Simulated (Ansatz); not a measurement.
## SiS2, pressure series

Start from SiS₂ (space group Ibam, No. 72; made of chains).

```xyz
6
Lattice="-2.9008 4.9446 2.7731 2.9008 -4.9446 2.7731 2.9008 4.9446 -2.7731" Properties=species:S:1:pos:R:3 pbc="T T T"
S      1.7420     3.8092     2.7731
S      1.1588    -1.1355     2.7731
S      1.7420     6.0801     0.0000
S      1.1588     1.1355     0.0000
Si     0.0000     0.0000     4.1597
Si     0.0000     0.0000     1.3866
```

Cell and atoms are relaxed at each pressure.

Computed with r2SCAN (Ansatz, a quantum-chemistry and plane-wave program; PAW; 500 eV plane waves; no SOC), earlier PAW set.

Computed cases, in order: 0 GPa (base); pressure 1.8 GPa; pressure 4.2 GPa; pressure 9 GPa; pressure 18 GPa; pressure 30 GPa; pressure 45 GPa; pressure 60 GPa.

Between which two neighbouring cases does the band gap open or close?

Between pressure 45 GPa (0.38 eV) and pressure 60 GPa (zero). The whole series: 0 GPa (base): 3.30 eV; pressure 1.8 GPa: 3.01 eV; pressure 4.2 GPa: 2.78 eV; pressure 9 GPa: 2.54 eV; pressure 18 GPa: 2.02 eV; pressure 30 GPa: 1.26 eV; pressure 45 GPa: 0.38 eV; pressure 60 GPa: zero.

The mesh was chosen for an insulator and is coarse for the gapless case. Load acts through the strain it causes; cell and atoms are relaxed under it. No phonon test of stability was made. No other phases were tried under pressure. All final runs are without spin polarisation. No dispersion term is included, though the crystal is made of layers, chains or molecules, so its spacings can come out too wide. The zero or small gap of SiS2 under pressure 60 GPa can change with the level of theory.
